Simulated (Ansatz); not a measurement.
Consider CdS in the wurtzite structure (space group P6_3mc, No. 186; a = 4.124 Å, c = 6.708 Å). Axes: x lies along a and z along c of the hexagonal cell.

The values are results of Kohn–Sham DFT with the PBEsol functional, run in Ansatz (a quantum-chemistry and plane-wave program) with PAW and 420 eV plane waves, without spin-orbit coupling, not measurements.

Before the change:

* **Electron mass**: 0.11 mₑ along c, 0.12 mₑ across (at Γ)

Modification: the cell is compressed by 1.20 % along x with no lateral relaxation, atoms relaxed at fixed cell.

Problem. What does the calculation give for the energy relative to the base after the change?

Solution. The energy grows by 1.0 meV/atom.

Problem. What happens to the electron mass?

Solution. The electron mass becomes 0.11 mₑ along z, 0.12 mₑ across (at Γ) (base: 0.11 mₑ along c, 0.12 mₑ across (at Γ)).

The levels and masses belong to the bands next to the band gap. The cells carry an imposed strain or load. Effective masses come from finite differences of ±0.01 Å⁻¹. Stability against distortions was not tested.
